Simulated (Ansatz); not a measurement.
Sm₅Ge₃ (P6₃/mcm, No. 193; cell taken from a computed entry), treated with r²SCAN+rVV10 (PAW; Ansatz, a program for electronic structure).

Run with plane-wave cutoff 500 eV, 6×6×6 k mesh, Fermi–Dirac smearing 0.05 eV, spin-polarised start, scalar-relativistic PAW data made under PBE.

Computed at the level's own relaxed cell.

**Question.** Estimate the equilibrium volume per atom, lattice parameter a and c axis length that the calculation returns.

**Answer.** 
* **equilibrium volume per atom**: 28.58 Å³/atom
* **lattice parameter a**: 8.844 Å
* **c axis length**: 6.751 Å

Note: the magnetic order was assumed, not searched for or taken from measurement; the relaxation could not lower the start's symmetry, so the cell can be a saddle point above a distorted one; the 4f shell is treated without U or exact exchange, so its levels and filling can be wrong.

Spin–orbit coupling is not included.

Computed values are for the static lattice.
